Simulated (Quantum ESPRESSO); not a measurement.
Quantum ESPRESSO is run on Mg₁₆Al₁₂Cd (P1, 29 atoms in the cell), and the run fails. The aim is a self-consistent single point with DFT, PBEsol, plane waves, GBRV 1.5 ultrasoft (PBESOL) pseudopotentials.

Cell that was meant: a = 9.1069 Å, b = 9.1069 Å, c = 9.1069 Å, α = 109.22°, β = 109.22°, γ = 109.22°.

Part of the input:

```fortran
Al    0.178805000    0.367905000    1.001083000
Cd    0.334905000    0.336606000    0.334237000
K_POINTS automatic
2 2 2
```

Log, with long lists cut:

```
     This program is part of the open-source Quantum ESPRESSO suite
     for quantum simulation of materials; please cite

 %%%%%%%%%%%%%%%%%%%%%%%%%%%%%%%%%%%%%%%%%%%%%%%%%%%%%%%%%%%%%%%%%%%%%%%%%%%%%%
     Error in routine card_kpoints (1):
      end of file while reading automatic k points
 %%%%%%%%%%%%%%%%%%%%%%%%%%%%%%%%%%%%%%%%%%%%%%%%%%%%%%%%%%%%%%%%%%%%%%%%%%%%%%

     stopping ...
```

Question: From the messages shown, name the fault and mend the input.

Answer: The fault is an automatic mesh without its three shifts. The card takes six integers. To fix it, add the shifts. The program stopped before any SCF iteration.

An input that runs soundly differs in these lines (not the only fix; some lines may just follow from the change or write a value another way):
```diff
-2 2 2
+2 2 2  0 0 0
```

With that input, the run converged in 16 iterations: free energy E − TS -29882.5074 eV; Fermi level (on the code's own zero) 6.36 eV; pressure -0.88 GPa; largest force (vector length) 0.606 eV/Å (DFT, PBEsol, plane waves, GBRV 1.5 ultrasoft (PBESOL) pseudopotentials).

On the sound input: the starting cell comes from a database of computed structures (which also holds hypothetical and non-ambient phases and stackings), without a prior relaxation at this level. Its atoms were displaced at random from the sites of space group no. 160. Without a gap this mesh is coarse (it stands for a supercell whose shortest vector is 18 Å).
